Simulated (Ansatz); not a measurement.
The reference is Ga2O3 in the corundum structure (space group R-3c, No. 167).

```yaml
crystal:
  lattice:
    - [2.49230, 1.43893, 4.48055]
    - [-2.49230, 1.43893, 4.48055]
    - [0.00000, -2.87786, 4.48055]
  atoms:
    - { symbol: Ga, position: [0.35540, 0.35540, 0.35540] }
    - { symbol: Ga, position: [0.14460, 0.14460, 0.14460] }
    - { symbol: Ga, position: [0.64460, 0.64460, 0.64460] }
    - { symbol: Ga, position: [0.85540, 0.85540, 0.85540] }
    - { symbol: O, position: [0.55362, 0.94638, 0.25000] }
    - { symbol: O, position: [0.25000, 0.55362, 0.94638] }
    - { symbol: O, position: [0.94638, 0.25000, 0.55362] }
    - { symbol: O, position: [0.44638, 0.05362, 0.75000] }
    - { symbol: O, position: [0.75000, 0.44638, 0.05362] }
    - { symbol: O, position: [0.05362, 0.75000, 0.44638] }
```

Cartesian axes are those of the cell as printed.

Method: r2SCAN, PAW, 500 eV (Ansatz, a program for electronic structure; no spin-orbit coupling).

Before the change:

* **Smallest direct gap**: 3.81 eV

One thing is altered: uniaxial stress, 2 GPa tension along x; all other stress components relax to zero.

Task: What does the calculation give for the secant Young's modulus along x after the change?

Result: The secant Young's modulus along x amounts to 300 GPa.

Task: How does this affect the smallest direct gap?

Result: The smallest direct gap drops by 0.05 eV, from 3.81 eV to 3.76 eV.

Load acts through the strain it causes; cell and atoms are relaxed under it. Stability under load was not tested beyond the relaxation.
